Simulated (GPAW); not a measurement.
Band structure of Re (P6_3/mmc, 4 atoms in the cell).

```xyz
4
Lattice="2.7683 0.0000 0.0000 -1.3842 2.3974 0.0000 0.0000 0.0000 8.9451" Properties=species:S:1:pos:R:3 pbc="T T T"
Re     0.0000     0.0000     0.0000
Re     0.0000     0.0000     4.4726
Re     0.0000     1.5983     2.2363
Re     1.3842     0.7991     6.7088
```

Computed with PBE, GPAW PAW datasets PBE (gpaw-data 1.0.1) (plane waves; GPAW).

Settings: mode = pw; ecut = 550 eV; xc = PBE; kpts = 11 11 3; mesh shift (steps) = 0 0 0; occupations.name = fermi-dirac; occupations.width = 0.05 eV; nbands = -10; convergence.density = 1e-05 e/electron; convergence.energy = 1e-05 eV/electron; symmetry.symmorphic = false; symmetry.tolerance = 0.0005; maxiter = 150; bandpath_npoints = 40.

The starting cell comes from a database of computed structures (which also holds hypothetical and non-ambient phases and stackings), without a prior relaxation at this level. Its lattice was rescaled by a random factor within 2.5 % of one. Spin-orbit coupling is off. Spin polarisation is off.

Levels in eV from the Fermi level, bands 23 to 30:
| point | 23 | 24 | 25 | 26 | 27 | 28 | 29 | 30 |
|---|---|---|---|---|---|---|---|---|
| Γ | -1.60 | -1.19 | -1.19 | -1.08 | -1.08 | 0.49 | 0.64 | 0.64 |
| M | -0.80 | 0.31 | 0.32 | 1.12 | 2.08 | 3.89 | 3.90 | 4.01 |
| K | -2.18 | -2.16 | -0.06 | -0.06 | 1.62 | 1.62 | 2.95 | 3.10 |
| A | -1.41 | -1.41 | -1.41 | -1.41 | -1.11 | -1.11 | 1.17 | 1.17 |
| L | -0.66 | -0.66 | 0.27 | 0.27 | 2.68 | 2.68 | 3.95 | 3.95 |
| H | -2.19 | -2.19 | -0.02 | -0.02 | 1.06 | 1.06 | 3.18 | 3.18 |

Bands cross the Fermi level along this path, so the cell is metallic at this level.
